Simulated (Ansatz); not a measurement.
## A computed series for ZnS: thickness series

The reference is ZnS in the wurtzite structure (space group P6_3mc, No. 186; a = 3.7823 Å, c = 6.2079 Å). Axes: x lies along a and z along c of the hexagonal cell.

Free-standing slabs (4 atom(s) a layer) normal to the y axis with 15 Å of vacuum; in-plane cell held at bulk.

Method: plane-wave PAW DFT at the PBEsol level (Ansatz, a quantum-chemistry and plane-wave program, 420 eV), no spin-orbit coupling, earlier PAW set.

Notes on the quantities. excess energy per area of both faces: slab less bulk energy over the cell's area: twice a surface energy; layer's space group: with vacuum.

| case | excess energy per area of both faces | layer's space group | change of the spacing d12 from its bulk value of 1.092 Å |
|---|---|---|---|
| 1 layer | – | Pmn2_1 (No. 31) | – |
| 2 layers | … | Pmc2_1 (No. 26) | -22.2 % |
| 3 layers | 0.95 J/m² | Pmn2_1 (No. 31) | … |
| 4 layers | 0.96 J/m² | Pmc2_1 (No. 26) | -21.2 % |

Problem. Some entries are withheld; estimate them.

Solution. 
- 2 layers, excess energy per area of both faces: 0.93 J/m²
- 3 layers, change of the spacing d12 from its bulk value of 1.092 Å: -21.3 %

Slab and bulk use different k-meshes, which limits the precision of the excess energy. Stability against distortions was not tested.
